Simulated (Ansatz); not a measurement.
The reference is GaSb in the zinc blende structure (space group F-43m, No. 216; a = 6.132 Å). Axes: x, y, z lie along the cube axes.

Computed with Kohn–Sham DFT with the r2SCAN functional, run in Ansatz (a first-principles code) with PAW and 500 eV plane waves, no SOC.

Strains are applied to the cell and any free atomic positions relax.

One change was made to it. Results:

```json
[
 {"quantity": "shortest interatomic distance", "base": "2.655 Å", "after": "2.653 Å"},
 {"quantity": "energy relative to the base (free energy F)", "base": "0 meV/atom", "after": "+0.1 meV/atom"}
]
```

Question: Which of these changes matches the shifts?
A. tensor shear ε_xy = +0.29 %
B. tensor shear ε_xy = +2.00 %
C. tensor shear ε_xy = +1.43 %

Answer: A, tensor shear ε_xy = +0.29 %. For comparison, the energy relative to the base in the other runs: tensor shear ε_xy = +2.00 % gives +6.3 meV/atom; tensor shear ε_xy = +1.43 % gives +3.2 meV/atom.

Whether these cells are dynamically stable was not tested.
